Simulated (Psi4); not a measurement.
Psi4 1.11, HF/def2-svp: B(Cl)(Br)(OH) (OB(Cl)Br), 5 atoms. The geometry is a generated start, not checked to be a minimum at this level.

```
Property                             Result
--------------------------  ---------------
task                                 energy
method                                  scf
basis                              def2-svp
memory                                 3 GB
maxiter                                 100
keys of the molecule block      symmetry c1
scf_type                       df (default)
scf_initial_accelerator     adiis (default)
e_convergence               1e-06 (default)
d_convergence               1e-06 (default)
basis functions                          83
```

```xyz
5

B     -0.1900     0.1558    -0.1698
Cl    -1.5691    -0.9211    -0.0944
Br    -0.2799     1.7598    -1.1414
O      0.9535    -0.0991     0.4459
H      1.0855    -0.8954     0.9598
```

With the defaults (damping_percentage = 0, level_shift = 0, level_shift_cutoff = 0.01, guess = auto, which took SAD, diis_max_vecs = 10, diis_start = 1, soscf = false, soscf_start_convergence = 0.01) it converges in 9 SCF iterations. One run each on 2 threads, with these changes:
- diis_start = 4
- guess = sapgau
- damping_percentage = 60
- level_shift = 0.5, level_shift_cutoff = 0.001
- diis_max_vecs = 3
- guess = gwh
- guess = sadno
- soscf = true, soscf_start_convergence = 0.001
- guess = huckel

**Question.** Which runs fail or end elsewhere than the default run?

**Answer.** No convergence: damping_percentage = 60 (the run ends without SCF convergence in 100 iterations). The rest reach the solution of the defaults.

```json
[
 {"setting": "soscf = true, soscf_start_convergence = 0.001", "SCF iterations": "6", "JK calls": "17", "end": "same solution"},
 {"setting": "the defaults", "SCF iterations": "9", "JK calls": "10", "end": "same solution"},
 {"setting": "level_shift = 0.5, level_shift_cutoff = 0.001", "SCF iterations": "9", "JK calls": "10", "end": "same solution"},
 {"setting": "guess = sapgau", "SCF iterations": "9", "JK calls": "9", "end": "same solution"},
 {"setting": "diis_start = 4", "SCF iterations": "9", "JK calls": "10", "end": "same solution"},
 {"setting": "guess = huckel", "SCF iterations": "9", "JK calls": "39", "end": "same solution"},
 {"setting": "guess = sadno", "SCF iterations": "9", "JK calls": "9", "end": "same solution"},
 {"setting": "diis_max_vecs = 3", "SCF iterations": "10", "JK calls": "11", "end": "same solution"},
 {"setting": "guess = gwh", "SCF iterations": "13", "JK calls": "13", "end": "same solution"},
 {"setting": "damping_percentage = 60", "SCF iterations": "100", "JK calls": "101", "end": "no convergence"}
]
```

An SOSCF iteration holds several JK calls; a Hückel guess adds calls on atoms.
